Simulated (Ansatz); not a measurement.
A computed series for CdSe: response to strain

Take CdSe in the wurtzite structure (space group P6_3mc, No. 186; a = 4.3021 Å, c = 7.0214 Å) as the base. Axes: x lies along a and z along c of the hexagonal cell.

Strains are applied to the cell and any free atomic positions relax.

Level of theory: DFT with PBEsol, PAW potentials and a 420 eV plane-wave cutoff in Ansatz (a first-principles code), without spin-orbit coupling, earlier PAW set.

Candidates:
(a) tensor shear ε_xy = −2.92 %
(b) isotropic strain −4.45 %
(c) tensor shear ε_xy = −1.35 %
(d) tensor shear ε_xz = −0.31 %
(e) strain tensor (xx, yy, zz, yz, xz, xy) = (+0.06, −1.68, +0.42, +0.75, +0.33, +0.15) %

Notes on the quantities. energy relative to the base: free energy F.

**Question.** Order them by energy relative to the base, highest first.

**Answer.** (b) isotropic strain −4.45 % (+96 meV/atom), (a) tensor shear ε_xy = −2.92 % (+4.3 meV/atom), (e) strain tensor (xx, yy, zz, yz, xz, xy) = (+0.06, −1.68, +0.42, +0.75, +0.33, +0.15) % (+1.7 meV/atom), (c) tensor shear ε_xy = −1.35 % (+0.9 meV/atom), (d) tensor shear ε_xz = −0.31 % (0.0 meV/atom)

Stability against distortions was not tested.
